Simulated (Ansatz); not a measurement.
Base system: FeCo in the CsCl type structure (space group Pm-3m, No. 221; a = 2.800 Å; ferromagnetic).

All numbers come from DFT with PBEsol, PAW potentials and a 420 eV plane-wave cutoff in Ansatz (a first-principles code), no spin-orbit coupling.

Base values:

The lattice parameter a is 280.0 pm and the largest site moment is 2.71 μB. The magnetic state is ferromagnetic.

Modification: cell and atoms relaxed at a pressure of 9 GPa.

### Question
Estimate the effect on the lattice parameter a.

### Answer
The lattice parameter a shrinks by 3.5 pm (280.0 pm → 276.5 pm).

### Question
What happens to the largest site moment?

### Answer
The largest site moment drops by 0.06 μB to 2.65 μB.

### Question
Estimate the effect on the magnetic state.

### Answer
The magnetic state stays ferromagnetic.

Other magnetic orders, which the real material may have, were not ruled out. Load acts through the strain it causes; cell and atoms are relaxed under it. Stability against distortions was not tested. Competing high-pressure phases were not computed.
